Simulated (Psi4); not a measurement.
Psi4 1.11, B3LYP/def2-svp: hydrogen telluride ([TeH2]), 3 atoms. The geometry is a generated start, not checked to be a minimum at this level.

```json
{
  "task": "energy",
  "method": "b3lyp",
  "basis": "def2-svp",
  "memory": "3 GB",
  "maxiter": "100",
  "keys_of_the_molecule_block": "symmetry c1",
  "scf_type": "df (default)",
  "diis_max_vecs": "10 (default)",
  "e_convergence": "1e-06 (default)",
  "d_convergence": "1e-06 (default)",
  "dft_radial_points": "75 (default)",
  "dft_spherical_points": "302 (default)",
  "effective_core_potentials": "those of the basis set, past Kr",
  "basis_functions": "36",
  "grid_points": "64389"
}
```

```xyz
3

Te     0.0087     0.7876     0.0236
H     -1.1423    -0.3813    -0.0033
H      1.1335    -0.4063    -0.0203
```

With the defaults (diis = true, scf_initial_accelerator = adiis, damping_percentage = 0, diis_start = 1, level_shift = 0, level_shift_cutoff = 0.01, guess = auto, which took SAD, soscf = false, soscf_start_convergence = 0.01) it converges in 6 SCF iterations. One run each on 2 threads, with these changes:
- level_shift = 0.5, level_shift_cutoff = 0.001
- guess = sadno
- diis_start = 4
- diis = false, scf_initial_accelerator = none, damping_percentage = 60
- guess = modhuckel
- scf_initial_accelerator = none
- soscf = true, soscf_start_convergence = 0.1
- guess = huckel
- damping_percentage = 20

Question: Which of these changes keep the SCF from converging, or lead it to another solution?

Answer: No convergence: diis = false, scf_initial_accelerator = none, damping_percentage = 60 (the run ends without SCF convergence in 100 iterations). The rest reach the solution of the defaults.

| setting | SCF iterations | JK calls | end |
|---|---|---|---|
| soscf = true, soscf_start_convergence = 0.1 | 5 | 15 | same solution |
| the defaults | 6 | 7 | same solution |
| scf_initial_accelerator = none | 7 | 8 | same solution |
| level_shift = 0.5, level_shift_cutoff = 0.001 | 7 | 8 | same solution |
| guess = huckel | 7 | 17 | same solution |
| diis_start = 4 | 9 | 10 | same solution |
| guess = sadno | 9 | 9 | same solution |
| guess = modhuckel | 9 | 19 | same solution |
| damping_percentage = 20 | 17 | 18 | same solution |
| diis = false, scf_initial_accelerator = none, damping_percentage = 60 | 100 | 101 | no convergence |

An SOSCF iteration holds several JK calls; a Hückel guess adds calls on atoms.
